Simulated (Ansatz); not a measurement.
This Ansatz (a quantum-chemistry and plane-wave program) input is the reference run, CdF2 in the fluorite structure (space group Fm-3m, No. 225), computed with PBE/PAW in Ansatz, spin-orbit coupling left out:

Ansatz 0.2 input:
```yaml
crystal:
  lattice:
    - [0, 2.7407456053, 2.7407456053]
    - [2.7407456053, 0, 2.7407456053]
    - [2.7407456053, 2.7407456053, 0]
  atoms:
    - { symbol: Cd, position: [0, 0, 0] }
    - { symbol: F, position: [0.25, 0.25, 0.25] }
    - { symbol: F, position: [0.75, 0.75, 0.75] }
basis: { ecutwfc: 420, ecutrho_ratio: 4, xc_grid: 2, fft_grid_basis: typed }
kpoints: { mp_grid: { grid: [10, 10, 10] } }
hamiltonian:
  xc: pbe
  dispersion: none
  pseudopotentials: { kind: paw }
scf: { occupations: { method: fermi_dirac, width: 0.05 }, convergence: { dr2_threshold: 0.0000000003 } }
output: { forces: true, stress: true }
checkpoint: { write: state.ck, write_every: 1000 }
```

Task: Write the input for this change: every lattice vector is stretched by 1.50 %, atoms relaxed at fixed cell.

Result: 
Ansatz 0.2 input:
```yaml
crystal:
  lattice:
    - [0, 2.7818567894, 2.7818567894]
    - [2.7818567894, 0, 2.7818567894]
    - [2.7818567894, 2.7818567894, 0]
  atoms:
    - { symbol: Cd, position: [0, 0, 0] }
    - { symbol: F, position: [0.25, 0.25, 0.25] }
    - { symbol: F, position: [0.75, 0.75, 0.75] }
basis: { ecutwfc: 420, ecutrho_ratio: 4, xc_grid: 2, fft_grid_basis: typed }
kpoints: { mp_grid: { grid: [10, 10, 10] } }
hamiltonian:
  xc: pbe
  dispersion: none
  pseudopotentials: { kind: paw }
scf: { occupations: { method: fermi_dirac, width: 0.05 }, convergence: { dr2_threshold: 0.0000000003 } }
relax: { f_tol: 0.005, max_steps: 50 }
output: { forces: true, stress: true }
checkpoint: { write: state.ck, write_every: 1000 }
```
This is the input that was run.

The cells carry an imposed strain or load. Whether these cells are dynamically stable was not tested.
